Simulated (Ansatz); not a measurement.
Worked example: self-consistent single point of ZrCu5 (R3m, 6 atoms in the cell) in Ansatz (a program for electronic structure).

Computed with LDA (PW92), default PAW files made with PBE (plane waves; Ansatz).

```yaml
crystal:
  lattice:
    - [0.00000, 3.42178, 3.42178]
    - [3.42178, 0.00000, 3.42178]
    - [3.42178, 3.42178, 0.00000]
  atoms:
    - { symbol: Zr, position: [0.00422, 0.00422, 0.00422] }
    - { symbol: Cu, position: [0.75000, 0.75000, 0.75000] }
    - { symbol: Cu, position: [0.37589, 0.87233, 0.37589] }
    - { symbol: Cu, position: [0.37589, 0.37589, 0.37589] }
    - { symbol: Cu, position: [0.87233, 0.37589, 0.37589] }
    - { symbol: Cu, position: [0.37589, 0.37589, 0.87233] }
```

Reference input (self-consistent single point, DFT, LDA (PW92), plane waves, default PAW files made with PBE): basis.ecutwfc = 420 eV; kpoints.mp_grid.grid = 8 8 8; hamiltonian.xc = lda; hamiltonian.pseudopotentials = {kind: paw} (the program's default PAW files); scf.occupations.method = fermi_dirac; scf.occupations.width = 0.1 eV. This run's input differs from it in these lines:

Ansatz 0.2 input:
```diff
@@ -21,3 +21,3 @@
 scf:
-  occupations: { method: fermi_dirac, width: 0.1 }
+  occupations: { method: fermi_dirac, width: 0.3 }
 output:
```

Output, abridged:

```
SCF iter   1: F=—  HF=-36857.232436 eV  |F-HF|=—  |Δ(HF+E_count)|=         —  Δρ=1.90e-2  dr2=1.33e-1  ethr=1.77e-3  ⟨swp⟩=4.5  Hψ=13583  notcnv=0
all-band conjugate gradients solve this SCF's bands
preconditioner: auto → Kerker (q_TF=auto, 2.863 Å⁻¹)
SCF iter   2: F=—  HF=-36857.204766 eV  |F-HF|=—  |Δ(HF+E_count)|=   2.77e-2  Δρ=2.75e-3  dr2=2.53e-3  ethr=1.24e-4  ⟨swp⟩=2.0  Hψ=6912  notcnv=0
   [... lines left out ...]
SCF iter   5: F=—  HF=-36857.203550 eV  |F-HF|=—  |Δ(HF+E_count)|=   2.32e-5  Δρ=2.08e-4  dr2=1.84e-5  ethr=2.00e-7  ⟨swp⟩=1.3  Hψ=4604  notcnv=0
SCF iter   6: F=—  HF=-36857.203541 eV  |F-HF|=—  |Δ(HF+E_count)|=   9.05e-6  Δρ=5.67e-5  dr2=1.48e-6  ethr=1.72e-8  ⟨swp⟩=2.1  Hψ=6542  notcnv=0
SCF iter   7: F=—  HF=-36857.203540 eV  |F-HF|=—  |Δ(HF+E_count)|=   3.53e-7  Δρ=1.42e-5  dr2=1.12e-7  ethr=1.38e-9  ⟨swp⟩=2.0  Hψ=7389  notcnv=0
SCF iter   8: F=-36857.203540 eV  HF=-36857.203540 eV  |F-HF|=1.20e-8  |Δ(HF+E_count)|=   8.07e-9  Δρ=4.00e-6  dr2=1.26e-8  ethr=9.35e-11  ⟨swp⟩=5.9  Hψ=15531  notcnv=0
SCF 1 converged in 8 iterations: F = -36857.203540 eV  dr2 = 1.26e-8
Free energy (F): -36857.203540 eV
Internal energy: -36856.413477 eV  (E = F + TS)
E sigma→0 (E₀):  -36856.808509 eV
Entropy (-TS):   -0.790063 eV (-131.677 meV/atom)
Fermi energy:    16.335372 eV
--- Forces (eV/Å), atoms counted from 1 ---
  atom   1  Zr    -0.17457920    -0.17457920    -0.17457920
  atom   2  Cu     0.01767671     0.01767671     0.01767671
  atom   3  Cu     0.06598384     0.04944373     0.06598384
  atom   4  Cu    -0.02450827    -0.02450827    -0.02450827
  atom   5  Cu     0.04944373     0.06598384     0.06598384
  atom   6  Cu     0.06598384     0.06598384     0.04944373
--- Stress (GPa, compression-positive) ---
       -8.285344       0.116412       0.116412
        0.116412      -8.285344       0.116412
        0.116412       0.116412      -8.285344
  P = ⅓ Tr σ = -8.2853 GPa (-82.853 kbar)
  The stress holds the Pulay correction. Without it, at fixed plane waves, as pw.x and ABINIT print it: P = -8.3668 GPa
```

The run converged in 8 iterations. Against the reference run the free energy drops by 58.7 meV/atom, the pressure goes from -8.84 to -8.29 GPa and the largest force goes from 0.285 to 0.302 eV/Å.

The starting cell comes from a database of computed structures (which also holds hypothetical and non-ambient phases and stackings), without a prior relaxation at this level. Its lattice was rescaled by up to half a per cent. One atom was moved a little off its site on purpose. Spin polarisation is off. With a pressure of about -8 GPa the cell is away from its equilibrium volume at this level. Ansatz's pressure includes its estimate of the finite-basis (Pulay) stress.
